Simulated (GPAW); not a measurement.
σxx against uniaxial strain in bcc W (space group 229): C11 (GPAW, PBEsol)

```
W
1.0
   -1.55286     1.57651     1.57651
    1.55286    -1.57651     1.57651
    1.55286     1.57651    -1.57651
W
1
Direct
  0.00000   0.00000   0.00000
```

Method of the run: PBEsol, GPAW PAW datasets PBEsol (made by gpaw-setup) (plane waves; GPAW). Settings: mode = pw; ecut = 585 eV; xc = PBEsol; kpts = 38 38 38; mesh shift (steps) = 0 0 0; occupations.name = fermi-dirac; occupations.width = 0.05 eV; nbands = -7; convergence.density = 1e-06 e/electron; convergence.energy = 1e-06 eV/electron; symmetry.symmorphic = false; symmetry.tolerance = 0.0005; maxiter = 120. The cell above is the first row's. The rows stretch one cube axis (x) by the strain ε and hold the other two. Stress is positive in tension. In all rows the k mesh is held.

```csv
ε (%),σxx (GPa)
-1.5,-8.73
-1.0,-5.71
-0.5,-2.80
0.0,0.00
0.5,2.71
1.0,5.32
1.5,7.84
2.0,?
```

### Question
Fit σxx against ε with a parabola, and predict the withheld value at ε = 2.0.

### Answer
Least squares gives σxx = 0.003 + 5.5200·ε - 0.1990·ε². Residuals (row less fit): -0.005, 0.006, 0.007, -0.003, -0.003, -0.004, 0.005; standard error 0.006 (degrees of freedom: 4). The slope at ε = 0, 5.5200 GPa per cent, gives C11 ≈ 100 × 5.5200 = 552 GPa, for the static lattice. At the withheld row, σxx = 0.003 + 5.5200 × 2.0 - 0.1990 × 2.0² = 10.247 GPa. The calculation gives 10.28 GPa, 0.033 GPa above the prediction (0.2 % of the range of σxx in the table). The row lies outside the fitted rows, so this is an extrapolation. From the scatter of the fitted rows alone, a prediction at this place has a standard error of 0.012 GPa, so the miss is 2.8 times that.

Carrying the step between the two nearest rows on in a straight line would have given 10.36, off by 0.08; series whose last step already gives the withheld value aren't shown. The reference cell has the volume at which an earlier scan in this program and functional put its minimum by a fit. The unstrained cell stands at a pressure of 0.00 GPa, and the constants belong to that pressure. Spin polarisation is off. Spin-orbit coupling is off. Without a gap such slopes are sensitive to mesh and smearing. Cutoffs and mesh are single choices, not tested for convergence of this quantity. Series with a scatter that would blur these digits, or in which a gap closes, are not shown. Strain series were run only where this level's volume lies within 10 % of a first guess from the measured size.
